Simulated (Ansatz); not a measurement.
Consider a periodic stack without vacuum, bcc Mo (0 0 1) on cuprite (0 0 1) (film strained to the substrate, started from cuts of the bulks and a machine-learned relaxation; slabs O8Cu14 and Mo12, which can lie off the formulas): substrate slab O8Cu14, film Mo12, surface cells [[0, 1], [-1, 0]] and [[-1, 1], [-1, -1]], film strained by -3.8 and -3.8 %, outermost planes O/O and Mo/Mo as cut, which need not be the usual terminations and can put a slab off its formula. Its start:

```xyz
34
Lattice="4.2986 0.0000 0.0361 0.0000 4.2986 0.0169 1.3040 -2.0423 26.2342" Properties=species:S:1:pos:R:3 pbc="T T T"
O      4.3184    -0.0039     3.0112
O      2.4521     1.8822     0.8880
Cu     1.2452     0.9840     2.0258
Cu     3.3489     3.0789     2.0499
O      4.3526     0.0193     7.2466
O      2.2059     2.1900     5.1178
Cu     1.1329     1.1128     6.1779
Cu     3.2709     3.2471     6.2082
Cu     3.2497     1.1107     4.0323
Cu     1.1256     3.2092     4.0166
O      4.3703     0.0320    11.5070
O      2.2292     2.2015     9.3585
Cu     1.1668     1.1318    10.4457
Cu     3.2916     3.2516    10.4581
Cu     3.2848     1.1171     8.2901
Cu     1.1484     3.2503     8.2773
O      4.1813    -0.2555    15.5135
O      1.9969     1.9705    13.5667
Cu     1.1069     1.0463    14.9494
Cu     2.8769    -1.4759    14.9838
Cu     3.1428     1.0800    12.4200
Cu     1.1151     3.1053    12.4048
Mo     2.8379    -1.1564    18.7953
Mo     4.9774     0.9753    18.8184
Mo     2.8573     1.0165    17.2138
Mo     5.0542     3.1090    17.1269
Mo     2.7313    -1.1904    22.1379
Mo     4.8761     0.9520    22.1656
Mo     2.7675     0.9764    20.5163
Mo     4.9217    -1.1787    20.5022
Mo     2.7575    -1.1630    25.4615
Mo     4.7560     0.8330    25.5021
Mo     2.6866     0.9456    23.8599
Mo     4.8602    -1.2282    23.8515
```

The start was prepared with a machine-learned potential, and the result is one local minimum, with the in-plane cell held and forces under 0.04 eV/Å; the film can end far from its bulk form.

Level of theory: PBE (plane waves to 420 eV, PAW; Ansatz, a quantum-chemistry and plane-wave program). No spin–orbit coupling; the runs are not spin-polarised; PBE gaps are too small against experiment. Its k-point mesh 7×7×1, Fermi–Dirac width 0.05 eV.

**Question.** Predict the relaxed interface.

**Answer.** 
```
Quantity                                                                                   Result
--------------------------------------------------------------------------------  ---------------
interface area                                                                            18.5 Å²
period                                                                                    26.01 Å
heights between the nearest atoms of the two slabs at the two interfaces          1.43 and 1.52 Å
Cu–Mo contacts across the interfaces within 1.22 times the sum of covalent radii  10, mean 2.97 Å
Mo–O contacts across the interfaces within 1.22 times the sum of covalent radii    4, mean 2.11 Å
```
